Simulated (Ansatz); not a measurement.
CsCl-type CoGa, treated with PBEsol (Ansatz, a quantum-chemistry and plane-wave program, plane waves, PAW).

Input:

Ansatz 0.2 input:
```yaml
crystal:
  lattice:
    - [2.8398998514, 0.0, 0.0]
    - [0.0, 2.8398998514, 0.0]
    - [0.0, 0.0, 2.8398998514]
  atoms:
    - { symbol: Ga, position: [0.5, 0.5, 0.5] }
    - { symbol: Co, position: [0.0, 0.0, 0.0] }
basis:
  ecutwfc: 520
  ecutrho_ratio: 4
  xc_grid: 2
kpoints:
  mp_grid: { grid: [20, 20, 20] }
hamiltonian:
  xc: pbesol
  dispersion: none
  pseudopotentials: { kind: paw }
scf:
  occupations: { method: fermi_dirac, width: 0.05 }
  convergence: { dr2_threshold: 0.000000001 }
output:
  forces: true
  stress: true
  eigenvalues: true
```

Output (set-up and result lines):

```
WARN output.stress: scf.convergence.dr2_threshold = 1e-9 eV is looser than the 2e-10 eV advised for a printed stress (1e-10 eV for each atom of the cell: 2)
Crystal: 2 atoms, lattice volume = 22.904 Å³
Basis set: ecut = 520 eV, 619 PW (Γ), exchange–correlation on 48×48×48 points (8 copies of the dense FFT grid, shifted against one another)
Bands: 19, of which v1, the nominal top of the filled ones, is band 15 counted from 1 (14 counted from 0)
Symmetry: 48 space group operations
Space group: Pm-3m (ITA 221), of the structure as read, at distance tolerance 2.8e-5 Å
k-points: 286 of 8000
Functional: x = pbesol(κ = 0.804, μ = 0.12345679012345678), c = pbesol(β = 0.046)
SCF iter   1: F=—  HF=-8836.878352 eV  |F-HF|=—  |Δ(HF+E_count)|=         —  Δρ=2.47e-2  dr2=8.44e-2
SCF iter   2: F=—  HF=-8836.869121 eV  |F-HF|=—  |Δ(HF+E_count)|=   9.23e-3  Δρ=1.13e-2  dr2=2.09e-2
  ...
SCF iter   6: F=—  HF=-8836.866624 eV  |F-HF|=—  |Δ(HF+E_count)|=   5.35e-6  Δρ=1.48e-5  dr2=2.30e-8
SCF iter   7: F=-8836.866624 eV  HF=-8836.866624 eV  |F-HF|=2.16e-10  |Δ(HF+E_count)|=   1.84e-9  Δρ=1.72e-6  dr2=2.82e-10
SCF 1 converged in 7 iterations: F = -8836.866624 eV  dr2 = 2.82e-10
SCF converged after 7 iterations
Free energy (F): -8836.866624 eV
Internal energy: -8836.856566 eV  (E = F + TS)
E sigma→0 (E₀):  -8836.861595 eV
Fermi energy:    17.577918 eV
--- Forces (eV/Å), atoms counted from 1 ---
  atom   1  Ga     0.00000000     0.00000000    -0.00000000
  atom   2  Co     0.00000000    -0.00000000    -0.00000000
--- Stress (GPa, compression-positive) ---
       -0.000132       0.000000       0.000000
        0.000000      -0.000132      -0.000000
        0.000000       0.000000      -0.000132
  P = ⅓ Tr σ = -0.0001 GPa (-0.001 kbar)
```

The PAW data were made under PBE.

Computing time: very roughly 9 core-seconds.
